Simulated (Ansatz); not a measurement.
**N on the C site (4H silicon carbide host)**

All values below come from PBE, PAW (plane waves to 420 eV; Ansatz, a first-principles code). The supercell holds 96 host sites (3×2×1 repeats of the unit cell), with a 2×2×2 shifted k-point sampling for the final energies. Site at the start: the C(k) site. Energies of charged states are corrected for periodic images (point charge plus alignment at distant sites). Dielectric constants: PBE linear response of the host. Host gap at this level: 2.23 eV. A cell of this size leaves errors of a few tenths of an eV. The semilocal functional narrows the gap, so deep levels can fall outside it. Spin–orbit coupling is left out. Each state is the lowest found from its start.

Formation energies E_f are given with the Fermi level at the valence-band maximum. Chemical conditions: C-rich (Δμ(C) = 0.00 eV, Δμ(N) = -1.55 eV, bounded by beta Si3N4; only phases computed here count, gases as isolated molecules at 0 K); Si-rich (Δμ(C) = -0.41 eV, Δμ(N) = -1.86 eV, bounded by beta Si3N4; only phases computed here count, gases as isolated molecules at 0 K). Reference phases: C: graphite, N: N2 molecule in a box.

```csv
charge,moment (μB),largest move off a lattice site (Å),image correction with alignment (eV),"E_f, C-rich (eV)","E_f, Si-rich (eV)"
+1,not spin-polarised,0.03,0.18,-0.46,-0.56
0*,1.0,0.03,–,–,–
−1*,not spin-polarised,0.04,–,–,–
```

* At this level the carrier isn't localised at the defect: at charge 0 electrons occupy the conduction band; at charge −1 electrons occupy the conduction band. Such a state is shallow or no state of the defect, and this cell gives it no level.

No other site or start that was run ended lower by more than 0.1 eV.

Flagged in the runs: a host whose relaxation on this sampling wasn't shown to rest.
